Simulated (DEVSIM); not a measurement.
Structure: illuminated Si n-on-p cell, one wavelength, with a back-surface field, at 250 K.

Layer 1 from the left is Si, thickness (μm) 0.0760, Nd (cm⁻³) 1.4e18, τn (s) 1.1e-7, τp (s) 1.1e-7, absorption coefficient (cm⁻¹) 170. Layer 2 from the left is Si, thickness (μm) 49.0, Na (cm⁻³) 4.3e16, τn (s) 2.3e-7, τp (s) 2.3e-7, absorption coefficient (cm⁻¹) 170. Layer 3 from the left is Si, thickness (μm) 1.30, Na (cm⁻³) 3.8e18, τn (s) 2.3e-7, τp (s) 2.3e-7, absorption coefficient (cm⁻¹) 170.

Left contact: ohmic, minority hole recombination velocity 60 cm/s. Right contact: ohmic, minority electron recombination velocity 50 cm/s. Voltage is applied to the left contact. Recombination: SRH at mid-gap, radiative, Auger. Gap narrowing is on: ΔEg = 6.92 meV × (l + √(l² + 0.5)), l = ln(N/1.3e17 cm⁻³), shared equally by both band edges. Light enters at the left, 2.5e18 photons cm⁻² s⁻¹, one pass, no reflection. Mobility is μmin + (μ − μmin)/(1 + (N/Nref)^α).

Constants are typed, rounded textbook-type inputs, not results; the design itself was drawn at random and stands for no fabricated device. Values at 300 K; Nc and Nv go as T^1.5, mobilities as T to minus their exponent, the gap by Varshni's rule with the affinity fixed.

Si: gap (eV) 1.124, affinity (eV) 4.05, permittivity 11.7, Nc (cm⁻³) 2.86e19, Nv (cm⁻³) 3.1e19, μn (cm²/Vs) 1417, μp (cm²/Vs) 470, μn,min 52, μp,min 45, Nref,n 9.7e16, Nref,p 2.2e17, αn 0.68, αp 0.72, T exponent of μn 2.3, T exponent of μp 2.2, B (cm³/s) 4.7e-15, Cn (cm⁶/s) 2.8e-31, Cp (cm⁶/s) 9.9e-32, Varshni α (eV/K) 0.000473, Varshni β (K) 636.

Simulated with DEVSIM: 1D drift-diffusion, Boltzmann statistics, complete ionisation; no tunnelling, impact ionisation, image-force lowering or self-heating.

Dark forward current:

| |V| (V) | |J| (A/cm²) |
|---|---|
| 0.05 | 6.604e-11 |
| 0.10 | 2.687e-10 |
| 0.15 | 9.343e-10 |
| 0.20 | 3.147e-9 |
| 0.25 | 1.055e-8 |
| 0.30 | 3.554e-8 |
| 0.35 | 1.216e-7 |
| 0.40 | 4.331e-7 |
| 0.45 | 1.696e-6 |
| 0.50 | 8.059e-6 |
| 0.55 | 5.056e-5 |
| 0.60 | 0.0004058 |
| 0.65 | 0.003748 |
| 0.70 | 0.03673 |
| 0.75 | 0.3634 |
| 0.80 | 3.240 |
| 0.85 | 18.64 |
| 0.90 | 66.87 |
| 0.95 | 212.4 |
| 1.00 | 683.3 |
| 1.05 | 2193 |

**Question.** Work out the local ideality factor n = ΔV / (kT/q · ln(J2/J1)) between the rows 0.10 and 0.15 V, 0.70 and 0.75 V, 1.00 and 1.05 V.

**Answer.** kT/q = 21.54 mV. From 0.10 to 0.15 V: ln(9.343e-10/2.687e-10) = 1.246, n = 1.86, near the 2 of recombination in the depletion region. From 0.70 to 0.75 V: ln(0.3634/0.03673) = 2.292, n = 1.01, near the 1 of diffusion or emission over a barrier. From 1.00 to 1.05 V: ln(2193/683.3) = 1.166, n = 1.99.

**Question.** What current could the absorbed light give at most, and what share is collected?

**Answer.** Σ αd = 0.856, so qΦ(1 − exp(−Σ αd)) = 230 mA/cm². The simulated short-circuit current is 128.4 mA/cm², a share of 0.56.

**Question.** Estimate the open-circuit voltage by superposition: the voltage at which the dark current equals that short-circuit current.

**Answer.** Interpolating ln J in the table gives 0.727 V. The simulation gives 0.727 V, the same within the digits that matter. Superposition holds where collection doesn't change with voltage.

**Question.** Estimate the fill factor from FF0 = (v − ln(v + 0.72))/(v + 1), v = qVoc/(nkT), with n from the dark curve.

**Answer.** The rows about Voc, 0.70 and 0.75 V, give n = 1.01, so v = 33.3 and FF0 = 0.868. The simulation gives 0.867, the same within the digits that matter.
